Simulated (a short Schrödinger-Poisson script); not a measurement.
Stack: MOS inversion layer, SiO2 on p-type Si(100), at 300 K.

From the gate side: 2 nm SiO2; 1000 nm Si, acceptors 1.7e17 cm⁻³.

Constants are typed, rounded textbook-type inputs, not results; the design itself was drawn at random and stands for no fabricated device. SiO2: permittivity 3.9, conduction-band edge (eV) 3.15, gap (eV) 9, electron mass (mₑ) 0.5. Si: permittivity 11.7, conduction-band edge (eV) 0, gap (eV) 1.124, Nv at 300 K (cm⁻³) 3.1e19.

Channel valleys (confinement mass, in-plane density-of-states mass, number): Δ2 0.916, 0.19, 2; Δ4 0.19, 0.417, 4. At the gate the conduction-band edge of layer 1 lies 3.44 eV − eVg above the Fermi level of the channel; the field vanishes at the back. Gaps are held at their typed values at every temperature. Mesh 0.03 nm at interfaces.

From a short Schrödinger-Poisson script (our own, NumPy): 1D Poisson equation in equilibrium, electrons quantum, Hartree (BenDaniel-Duke, 12 states a valley, the channel's in-plane mass for all, wave functions ending at the dielectric), parabolic valleys, classical holes, full ionisation, no traps, pinning or gate leakage.

| Vg (V) | electrons (cm⁻²) | C (μF/cm²) | Δ2 E0 (meV from the Fermi level) | Δ4 E0 (meV from the Fermi level) |
|---|---|---|---|---|
| 0.3 | 8.83e9 | 0.163 | 178.8 | 220.4 |
| 0.4 | 1.55e11 | 0.592 | 103.2 | 147.2 |
| 0.5 | 6.48e11 | 1.01 | 63.5 | 111.8 |
| 0.6 | 1.33e12 | 1.17 | 41.9 | 95.0 |
| 0.7 | 2.08e12 | 1.25 | 27.2 | 85.0 |
| 0.8 | 2.88e12 | 1.30 | 15.9 | 78.2 |
| 0.9 | 3.70e12 | 1.34 | 6.5 | 73.0 |
| 1 | 4.54e12 | 1.36 | -1.7 | 68.8 |
| 1.1 | 5.40e12 | 1.38 | -9.1 | 65.4 |
| 1.2 | 6.26e12 | 1.40 | -15.8 | 62.4 |
| 1.3 | 7.14e12 | 1.41 | -22.1 | 59.7 |
| 1.4 | 8.02e12 | 1.42 | -28.1 | 57.3 |
| 1.5 | 8.90e12 | 1.43 | -33.7 | 55.1 |
| 1.6 | 9.80e12 | 1.43 | -39.2 | 53.1 |
| 1.7 | 1.07e13 | 1.44 | -44.5 | 51.1 |
| 1.8 | 1.16e13 | 1.45 | -49.6 | 49.3 |
| 1.9 | 1.25e13 | 1.45 | -54.6 | 47.5 |

Gate voltages with under 1e9 electrons/cm² are left out.

### Question
At Vg = 1.9 V the lowest Δ2 subband lies at -54.6 meV from the Fermi level. How many electrons does it hold, and what share of all?

### Answer
The two-dimensional density of states is g m/(πħ²) = 1.59e11 cm⁻² meV⁻¹ (both spins), kT = 25.9 meV, so n = D kT ln(1 + exp(−E/kT)) = 9.14e12 cm⁻², 0.73 of the 1.25e13 cm⁻² in all.

### Question
Compare the slope of the sheet density between 1.7 and 1.9 V with the geometric capacitance of the layers between gate and channel.

### Answer
q Δn/ΔV = 1.44 μF/cm²; ε0/Σ(t/ε) = 1.73 μF/cm². The ratio is 0.84: the channel acts as a further capacitance in series.
